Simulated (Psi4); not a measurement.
Psi4 1.11, B3LYP/def2-svp: Zr(SH)4 ([SH][Zr]([SH])([SH])[SH]), 9 atoms. The geometry is a generated start, not checked to be a minimum at this level.

```
Property                                              Value
--------------------------  -------------------------------
task                                                 energy
method                                                b3lyp
basis                                              def2-svp
memory                                                 3 GB
maxiter                                                 100
keys of the molecule block                      symmetry c1
scf_type                                       df (default)
guess                        auto, which took SAD (default)
e_convergence                               1e-06 (default)
d_convergence                               1e-06 (default)
dft_radial_points                              75 (default)
dft_spherical_points                          302 (default)
effective core potentials   those of the basis set, past Kr
basis functions                                         123
grid points                                          195183
```

```xyz
9

Zr    -0.1796    -0.4798    -0.0723
S     -0.1924     0.6093     2.1193
H      0.3261     1.7502     1.6321
S      2.2125    -1.0023    -0.3081
H      2.4412    -0.9302     1.0149
S     -1.9730    -2.1076    -0.4421
H     -2.7813    -1.1658    -0.9579
S     -0.5555     1.4359    -1.5519
H      0.7020     1.8902    -1.4341
```

Charge 0 and multiplicity 1 are set for this test and not shown to be the ground state.

With the defaults (diis = true, scf_initial_accelerator = adiis, damping_percentage = 0, diis_max_vecs = 10, soscf = false, soscf_start_convergence = 0.01, level_shift = 0, level_shift_cutoff = 0.01, diis_start = 1) it converges in 10 SCF iterations. One run each on 2 threads, with these changes:
- scf_initial_accelerator = none
- diis_max_vecs = 20
- scf_initial_accelerator = ediis
- diis_max_vecs = 6
- diis_start = 4
- level_shift = 0.5, level_shift_cutoff = 0.001
- diis = false, scf_initial_accelerator = none, damping_percentage = 60
- soscf = true, soscf_start_convergence = 0.001
- diis_max_vecs = 3

Question: Name the settings that don't reach the solution of the defaults.

Answer: No convergence: diis = false, scf_initial_accelerator = none, damping_percentage = 60 (the run ends without SCF convergence in 100 iterations). The rest reach the solution of the defaults.

| setting | SCF iterations | JK calls | end |
|---|---|---|---|
| soscf = true, soscf_start_convergence = 0.001 | 7 | 18 | same solution |
| level_shift = 0.5, level_shift_cutoff = 0.001 | 9 | 10 | same solution |
| the defaults | 10 | 11 | same solution |
| diis_max_vecs = 20 | 10 | 11 | same solution |
| diis_max_vecs = 6 | 10 | 11 | same solution |
| scf_initial_accelerator = none | 10 | 11 | same solution |
| scf_initial_accelerator = ediis | 10 | 11 | same solution |
| diis_max_vecs = 3 | 15 | 16 | same solution |
| diis_start = 4 | 16 | 17 | same solution |
| diis = false, scf_initial_accelerator = none, damping_percentage = 60 | 100 | 101 | no convergence |

An SOSCF iteration holds several JK calls; a Hückel guess adds calls on atoms.
